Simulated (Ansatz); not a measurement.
**SiO2 in the rutile structure (space group P4_2/mnm, No. 136)**

```xyz
6
Lattice="4.1946 0.0000 0.0000 0.0000 4.1946 0.0000 0.0000 0.0000 2.6784" Properties=species:S:1:pos:R:3 pbc="T T T"
Si     0.0000     0.0000     0.0000
Si     2.0973     2.0973     1.3392
O      1.2838     1.2838     0.0000
O      3.3811     0.8135     1.3392
O      0.8135     3.3811     1.3392
O      2.9108     2.9108     0.0000
```

Computed with plane-wave PAW DFT at the PBEsol level (Ansatz, a program for electronic structure, 420 eV), no spin-orbit coupling. Γ-centred 8×8×12 mesh, Fermi–Dirac width 0.05 eV.

| Quantity | Result |
|---|---|
| Volume per atom | 7.85 Å³ |
| Density | 4.23 g/cm³ |
| Band gap | 5.35 eV, direct at Γ |
| Electron mass | 0.37 mₑ along c, 0.47 mₑ across |
| Hole mass | 1.8 mₑ along c, 1.1 mₑ across |
| Lowest conduction-band minima above the VBM | Γ 5.35 eV |
| Total energy | -582.137 eV/atom (σ→0; compares only within this code and set-up) |

Masses are band curvatures over ±0.01 Å⁻¹ around the edge. Gaps are Kohn–Sham eigenvalue differences; semilocal functionals usually give less than the measured gap. Stability against distortions was not tested.
